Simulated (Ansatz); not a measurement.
MgO (Fm-3m) under hydrostatic pressure (compression positive): band gap by r2SCAN, rigid bands (plane waves, PAW, scalar-relativistic; Ansatz, an electronic-structure program). The unloaded cell, whose axes the loads refer to:

MgO has the cubic space group Fm-3m (No. 225), the rock salt structure, Pearson symbol cF8. Conventional cell: a = b = c = 4.2141 Å, α = β = γ = 90.00°. Mg on 4a is coordinated by 6 O at 2.107 Å (octahedral). O on 4b is coordinated by 6 Mg at 2.107 Å (octahedral). (Neighbours: up to the widest gap in distance over summed covalent radii, below 1.35, at either atom; cation-cation and far metal-metal contacts left out.)
(The calculation used a cell of 2 atoms; values per cell refer to that cell.)

| hydrostatic pressure (compression positive) (GPa) | volume per atom (Å³) | band gap (eV) |
|---|---|---|
| -9 | 9.99 | ? |
| -6 | 9.75 | 5.20 |
| -3 | 9.54 | 5.42 |
| 0 | 9.35 | 5.61 |
| 3 | 9.19 | 5.80 |
| 6 | 9.03 | 5.98 |
| 12 | 8.75 | 6.31 |
| 18 | 8.51 | 6.62 |

Question: Fit a straight line to band gap against the load over the rows given, and predict the row at -9 GPa.

Answer: The means are x̄ = 4.286 GPa and ȳ = 5.8486; Σ(x − x̄)(y − ȳ) = 25.24 and Σ(x − x̄)² = 429.4, so the slope is 58.8 meV per GPa, and the rows given lie within 44 meV of the line. At -9 GPa the line gives 5.07 eV; the calculation gives 4.98 eV, 1.8 % from it.

Question: With all rows, what volume deformation potential dE_g/d ln V follows?

Answer: A line through E_g against ln V has the slope -10 eV, so the gap opens under compression.

Spin-orbit coupling is left out. Stresses and pressures are the targets of the relaxation. Gaps are resolved to about 0.01 eV. The structure type is held at every load. Geometry: cell and atoms relaxed with PBEsol.
